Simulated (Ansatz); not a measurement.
# Se (P2₁/c, No. 14, 32 atoms in the cell; start mp-542605): band gap by level of theory

No measured value is used here.

Q: Put these levels in order of the band gap that they give for Se (P2₁/c, No. 14, 32 atoms in the cell; start mp-542605), smallest first: LDA (Ansatz, an electronic-structure program), PBEsol (Ansatz), r²SCAN (Ansatz), r²SCAN+rVV10 (Ansatz).

A: LDA (0.87 eV), PBEsol (1.04 eV), r²SCAN+rVV10 (1.47 eV), r²SCAN (1.64 eV)

Computed values are for a static lattice. Levels without +SOC have no spin–orbit coupling; where heavier elements are present it shifts gaps, mostly down, and can invert bands.  Each level is taken at its own relaxed cell. Cutoffs differ between the levels. Ansatz's density-functional and Hartree–Fock values are scalar-relativistic unless marked +SOC, with PAW data made under PBE.

A start named mp-… is a Materials Project structure, which need not be a measured phase.
